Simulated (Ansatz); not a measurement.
Take CsPbCl$_{3}$ in the cubic perovskite structure (space group Pm-3m, No. 221; a = 5.619 Å) as the base. Axes: x, y, z lie along the cube axes.

The values are results of PBEsol/PAW in Ansatz (a quantum-chemistry and plane-wave program), no SOC, not measurements.

For the base:

| Item | Result |
|---|---|
| Valley order | R along ⟨111⟩ 1.83 eV; Γ 3.24 eV |
| Shortest interatomic distance | 2.809 Å |

The change: the cell is compressed by 2.81 % along y with no lateral relaxation, atoms relaxed at fixed cell.

Task: How does this affect the stress, valley order, shortest interatomic distance and energy relative to the base?

Result: The stress (xx, yy, zz, yz, xz, xy; compression positive) comes out as (0.24, 1.96, 0.24, 0.00, 0.00, 0.00) GPa; the valley order (the lowest conduction-band minima on the path, energy above the VBM, named in the base's zone) goes from R along ⟨111⟩ 1.83 eV; Γ 3.24 eV to R along [111] 1.61 eV; Γ 3.07 eV; the shortest interatomic distance drops by 0.079 Å, from 2.809 Å to 2.730 Å; the energy increases by 5.8 meV/atom.

Spin-orbit coupling, missing from the scalar runs, can matter with Pb. The levels and masses belong to the bands next to the band gap. The cells carry an imposed strain or load. No phonon test of stability was made. Many cubic perovskites are stable only at high temperature; tilts and polar distortions were not tested. This is not the structure that CsPbCl3 has at room temperature and ambient pressure.
